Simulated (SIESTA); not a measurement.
# Converging the k-point mesh: Sb (R-3m, 2 atoms in the cell)

```
CELL_PARAMETERS angstrom
      3.97713    -2.16578     0.00000
      3.97713     2.16578     0.00000
      2.79774     0.00000     3.56101
ATOMIC_POSITIONS crystal
  Sb 0.23791 0.23791 0.23791
  Sb 0.76650 0.76650 0.76650
```

Level of theory: GGA PBEsol, numerical atomic orbitals DZP, PseudoDojo PBEsol standard norm-conserving potentials (rewritten from UPF to PSML) (SIESTA 5.4.2).

Base settings: XC.functional = GGA; XC.authors = PBEsol; potentials = PseudoDojo PBEsol standard; PAO.BasisSize = DZP; PAO.EnergyShift = 0.01 Ry; MeshCutoff = 300 Ry; kgrid.MonkhorstPack = 9 9 9; OccupationFunction = FD; ElectronicTemperature = 100 meV; MaxSCFIterations = 150.

The second cell is the first with its lattice scaled by 0.98.

Only quantities that move along the ladder and can be compared are tabulated.

Core times come from one kind of shared machine, to one figure; runs under 30 s give none.

The starting cell has typed, rounded lattice constants, without a prior relaxation at this level. Its lattice was rescaled by up to half a per cent. One atom was moved a little off its site on purpose. Values carry the incompleteness of an atom-centred basis.

```csv
kgrid.MonkhorstPack,free energy less the last step's (meV/atom),energy of the compressed cell less the first (meV/atom),pressure (GPa),largest difference of a force vector from the last step's (eV/Å),core time / last (rough)
2 2 2,1012.94,78.34,5.12,1.995,–
3 3 3,-46.00,24.18,0.07,0.326,–
4 4 4,-21.92,13.27,-0.77,0.285,–
6 6 6,-9.40,12.69,-0.80,0.142,–
8 8 8,-5.40,11.99,-0.87,0.037,–
9 9 9,-4.30,12.25,-0.84,0.024,–
11 11 11,-2.42,12.14,-0.85,0.002,0.2
13 13 13,-1.22,12.30,-0.84,0.004,0.2
16 16 16,-0.37,12.33,-0.84,0.004,0.4
18 18 18,-0.13,12.34,-0.83,0.003,0.6
22 22 22,0.00,12.38,-0.83,0.000,1
```

Coarsest kgrid.MonkhorstPack that holds the free energy within 5 meV/atom of the last step, with all finer ones: 9 9 9; the step before is off by 5.4 meV/atom.

Coarsest kgrid.MonkhorstPack that holds the pressure within 0.2 GPa of the last step, with all finer ones: 4 4 4; the step before is off by 0.90 GPa.

Coarsest kgrid.MonkhorstPack that holds the forces within 0.02 eV/Å of the last step, with all finer ones: 11 11 11, at about 0.2 of the last step's time; the step before is off by 0.024 eV/Å.

The energy difference between the two cells stays within 1 meV/atom of the last step's from 4 4 4 on, the total only from 16 16 16 on: much of the error is common to both cells and cancels.
